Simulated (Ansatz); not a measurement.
# Computed paths: F-vacancy pair in alpha quartz, charge state +1

Defect migration in alpha quartz: F-vacancy pair (F on one host O site, one O site vacant), charge state +1. The numbers are results of PBE, PAW (plane waves to 420 eV; Ansatz, a program for electronic structure), not measurements.

Settings: 72 host sites, the relaxed PBE lattice, the Γ point alone, smearing 0.01 eV, spin-restricted, no image-charge correction. No zero-point or tunnelling terms. The charge state is imposed; whether it is stable for some Fermi level was not computed. Forms of the defect that were not tried may lie lower.

Barriers: single points on a 2×2×2 k-point mesh shifted by half a step along c at the bands' geometries.

```tsv
Route	Start site over the lowest site run (eV)	Hop (Å)	Forward barrier (eV)	Backward barrier (eV)	Neighbours at the start	Neighbours at the saddle	Saddle order	Forward, on the band's own sampling (eV)
one O atom jumps into the vacancy from a nearby O site (F-vacancy distance between ideal sites 2.63 → 5.06 Å)	0.00	2.33	3.32	3.14	Si at 1.63, Si at 1.64 Å	Si at 1.69, Si at 1.90, Si at 1.92 Å	not checked	3.31
```

Paths come from climbing-image nudged elastic band runs.   A further band (F and the vacancy change places (F-vacancy distance between ideal sites 2.63 Å throughout), 2.27 Å) gave 3.53 eV forward on its own sampling, 3.53 eV above the lowest site run, but its whole barrier lies in one image, so it is not taken as a result. 1 more band(s) gave no usable saddle point.

The whole set of runs took about 4 core-hours (a rough figure).
